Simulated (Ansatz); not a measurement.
The reference is TiB2 (space group P6/mmm, No. 191; a = 2.994 Å, c = 3.160 Å).

The values are results of DFT with LDA, PAW potentials and a 420 eV plane-wave cutoff in Ansatz (a program for electronic structure), no SOC, not measurements.

For the base:

| Property | Result |
|---|---|
| Pressure | 0.0 GPa |

Modification: every lattice vector is shortened by 0.50 %; the atoms relax in the strained cell.

Problem. What happens to the pressure and energy relative to the base?

Solution. The pressure (mean of the normal stresses, compression positive) goes from zero to 4.4 GPa; the energy increases by 1.6 meV/atom.

A case with no gap was solved on a k-mesh chosen for an insulator, which is coarse for it. No phonon test of stability was made. The final runs are not spin-polarised.
